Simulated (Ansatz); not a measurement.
Start from ZnSiP2 in the chalcopyrite structure (space group I-42d, No. 122; a = 5.378 Å, c = 10.466 Å).

Calculations: DFT with r2SCAN, PAW potentials and a 500 eV plane-wave cutoff in Ansatz (a quantum-chemistry and plane-wave program), no spin-orbit coupling.

Carriers are added at fixed cell with a uniform background; the Fermi–Dirac width is that of 300 K.

One change was made to it. Results:

| quantity | base | after |
|---|---|---|
| gap between the host's bands | 1.55 eV | 1.69 eV |
| gap character | direct at Γ | direct at Γ |
| Fermi level relative to the doped band's edge (positive inside the band; to 0.05 eV) | – | +0.65 eV |

Task: Name the change that was made.
A. electrons 1.0×10^22 cm⁻³
B. holes 7.0×10^21 cm⁻³
C. electrons 5.0×10^21 cm⁻³

Result: B, holes 7.0×10^21 cm⁻³. For comparison, the gap between the host's bands in the other runs: electrons 5.0×10^21 cm⁻³ gives 1.48 eV; electrons 1.0×10^22 cm⁻³ gives 1.41 eV.

Charged cell with a jellium background: band edges are those of the host's band count, energies are not comparable with the neutral cell, and many-body gap narrowing is missing. Whether these cells are dynamically stable was not tested.
